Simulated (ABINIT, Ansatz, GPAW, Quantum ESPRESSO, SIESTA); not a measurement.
Code comparison for Zn (P6_3/mmc, 4 atoms in the cell)

Self-consistent single point, at a second geometry (lattice scaled by 0.98). First geometry:

```xyz
4
Lattice="2.8314 0.0000 0.0000 -1.4157 2.4521 0.0000 0.0000 0.0000 9.1100" Properties=species:S:1:pos:R:3 pbc="T T T"
Zn     0.0000     0.0000     0.0000
Zn     0.0000     0.0000     4.5550
Zn     0.0000     1.6347     2.2775
Zn     1.4157     0.8174     6.8325
```

Shared settings, as Ansatz (a quantum-chemistry and plane-wave program) writes them: kpoints.mp_grid.grid = 13 13 4; scf.occupations.method = gaussian; scf.occupations.width = 0.02 Ry. Potentials and cutoffs stand in the table.

```json
[
 {"code": "ABINIT", "model": "PBE, PAW (JTH v2.0 PBE PAW)", "ΔF from the first geometry (meV/atom)": "-6.1", "pressure (GPa)": "0.87", "cutoff": "60 Ry"},
 {"code": "Ansatz", "model": "PBE, default PAW files", "ΔF from the first geometry (meV/atom)": "-5.9", "pressure (GPa)": "0.90", "cutoff": "default"},
 {"code": "SIESTA", "model": "GGA PBE, numerical atomic orbitals DZP, PseudoDojo PBE standard norm-conserving potentials (rewritten from UPF to PSML)", "ΔF from the first geometry (meV/atom)": "-52.3", "pressure (GPa)": "-5.72", "cutoff": "grid 300 Ry"},
 {"code": "Quantum ESPRESSO", "model": "PBE, PSlibrary PAW (PBE) pseudopotentials", "ΔF from the first geometry (meV/atom)": "-7.3", "pressure (GPa)": "-1.24", "cutoff": "50 Ry"},
 {"code": "GPAW", "model": "PBE, GPAW PAW datasets PBE (gpaw-data 1.0.1)", "ΔF from the first geometry (meV/atom)": "-7.7", "pressure (GPa)": "0.70", "cutoff": "800 eV"}
]
```

For Quantum ESPRESSO (by 2.0 GPa) the energy change implies a higher mean pressure, against the two pressures, than for the other programs: a sign of finite-basis (Pulay) stress.

The spread over the programs that give each value: ΔF from the first geometry within 46.4 meV/atom; pressure within 6.62 GPa.

SIESTA uses small atom-centred bases, whose incompleteness enters pressures, forces and empty levels differently from a plane-wave cutoff. Ansatz's pressure is given at a fixed set of plane waves, as the other plane-wave codes print theirs; with its correction for the finite basis it is 1.02 GPa. In the pressure, SIESTA (by 6.51) and Quantum ESPRESSO (by 2.03) lie more than 1 GPa from the median of the plane-wave programs.

The starting cell was generated: these elements placed on a structure prototype, without a prior relaxation; it need not be a known phase or ordering of this composition. Its lattice was rescaled by a random factor within 2.5 % of one. For this run, on top of that: lattice scaled by 0.98.

Left out of this page: Elk and FLEUR (not drawn, or without a comparable value).

Keys are those of Ansatz 0.2.
